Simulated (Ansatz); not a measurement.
Response to strain in Al

Take Al in the fcc (Cu type) structure (space group Fm-3m, No. 225; relaxed with 0.1 eV smearing) as the base.

```xyz
1
Lattice="0.0000 1.9919 1.9919 1.9919 0.0000 1.9919 1.9919 1.9919 0.0000" Properties=species:S:1:pos:R:3 pbc="T T T"
Al     0.0000     0.0000     0.0000
```

Cartesian axes are those of the cell as printed.

Strains are applied to the cell and any free atomic positions relax; under biaxial strain the out-of-plane vector relaxes too.

Method: LDA (Ansatz, an electronic-structure program, PAW, spin-orbit coupling left out).

Notes on the quantities. energy relative to the base: free energy F.

```csv
"biaxial strain, plane normal [111], relaxed out of plane (%)",energy relative to the base (meV/atom)
0,0.0
0.42,?
0.83,0.8
1.25,1.8
1.67,3.1
2.08,4.8
2.5,6.9
```

Fit ΔE = Aε² + Bε³ (ε in %) to the rows shown and predict the withheld row.

Least squares on the printed values gives A = 1.16 and B = -0.023 meV/atom (largest residual 0.0 meV/atom); this predicts 0.2 meV/atom, and the run gives 0.2 meV/atom, in agreement.

Whether these cells are dynamically stable was not tested.
